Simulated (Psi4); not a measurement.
Psi4 1.11, PBE/def2-svp: W(O)2(F)(NH2) ([NH2][W](=[O])(=[O])[F]), 7 atoms. The geometry is a generated start, not checked to be a minimum at this level.

| Item | Value |
|---|---|
| task | energy |
| method | pbe |
| basis | def2-svp |
| memory | 3 GB |
| maxiter | 100 |
| keys of the molecule block | symmetry c1 |
| scf_type | df (default) |
| e_convergence | 1e-06 (default) |
| d_convergence | 1e-06 (default) |
| dft_radial_points | 75 (default) |
| dft_spherical_points | 302 (default) |
| effective core potentials | those of the basis set, past Kr |
| basis functions | 98 |
| grid points | 152730 |

```xyz
7

W      0.1265    -0.2085     0.7649
O      0.9371     1.0898     1.4737
O      0.9968    -1.6527     0.7218
F     -1.5170    -0.4744     1.6036
N     -0.2191     0.3050    -1.1260
H     -0.1683     1.2631    -1.4997
H     -0.1559    -0.3224    -1.9382
```

Charge 0 and multiplicity 1 are set for this test and not shown to be the ground state.

With the defaults (diis_max_vecs = 10, diis = true, scf_initial_accelerator = adiis, damping_percentage = 0, guess = auto, which took SAD, soscf = false, level_shift = 0, level_shift_cutoff = 0.01, diis_start = 1) it converges in 12 SCF iterations. One run each on 2 threads, with these changes:
- level_shift = 0.5, level_shift_cutoff = 0.001
- diis_max_vecs = 20
- guess = modhuckel
- diis_start = 4
- diis_max_vecs = 6
- soscf = true
- guess = sadno
- diis_max_vecs = 3
- diis = false, scf_initial_accelerator = none, damping_percentage = 60

Task: Which of these changes keep the SCF from converging, or lead it to another solution?

Result: No convergence: diis_max_vecs = 3; diis = false, scf_initial_accelerator = none, damping_percentage = 60 (the run ends without SCF convergence in 100 iterations). The rest reach the solution of the defaults.

| setting | SCF iterations | JK calls | end |
|---|---|---|---|
| soscf = true | 8 | 24 | same solution |
| the defaults | 12 | 13 | same solution |
| level_shift = 0.5, level_shift_cutoff = 0.001 | 13 | 14 | same solution |
| diis_max_vecs = 20 | 13 | 14 | same solution |
| diis_max_vecs = 6 | 13 | 14 | same solution |
| guess = modhuckel | 15 | 46 | same solution |
| guess = sadno | 15 | 15 | same solution |
| diis_start = 4 | 21 | 22 | same solution |
| diis_max_vecs = 3 | 100 | 101 | no convergence |
| diis = false, scf_initial_accelerator = none, damping_percentage = 60 | 100 | 101 | no convergence |

An SOSCF iteration holds several JK calls; a Hückel guess adds calls on atoms. 1 further run of the study ended by our limits or in an error and is left out.
